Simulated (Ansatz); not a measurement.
Take InSb in the zinc blende structure (space group F-43m, No. 216) as the base.

```xyz
2
Lattice="0.0000 3.2780 3.2780 3.2780 0.0000 3.2780 3.2780 3.2780 0.0000" Properties=species:S:1:pos:R:3 pbc="T T T"
Sb     4.9169     4.9169     4.9169
In     0.0000     0.0000     0.0000
```

Cartesian axes are those of the cell as printed.

All numbers come from Ansatz (a first-principles code) r2SCAN, scalar-relativistic without spin-orbit coupling.

Strains are applied to the cell and any free atomic positions relax; under biaxial strain the out-of-plane vector relaxes too.

One change was made to it. Results:

The energy increases by 1.0 meV/atom; the shortest interatomic distance shrinks by 0.011 Å to 2.828 Å; the pressure (mean of the normal stresses, compression positive) goes from zero to 0.5 GPa.

Question: Which of these changes matches the shifts?
A. biaxial strain −4.11 %, plane normal [110], relaxed out of plane
B. uniaxial strain ε_xx = +1.59 %
C. uniaxial strain ε_zz = −5.40 %
D. uniaxial strain ε_xx = −1.16 %

Answer: D, uniaxial strain ε_xx = −1.16 %. For comparison, the pressure in the other runs: uniaxial strain ε_xx = +1.59 % gives -0.7 GPa; biaxial strain −4.11 %, plane normal [110], relaxed out of plane gives 2.5 GPa; uniaxial strain ε_zz = −5.40 % gives 2.7 GPa.

No phonon test of stability was made. The final runs are not spin-polarised. Gaps under 0.05 eV, about the width of the smearing, are given as zero.
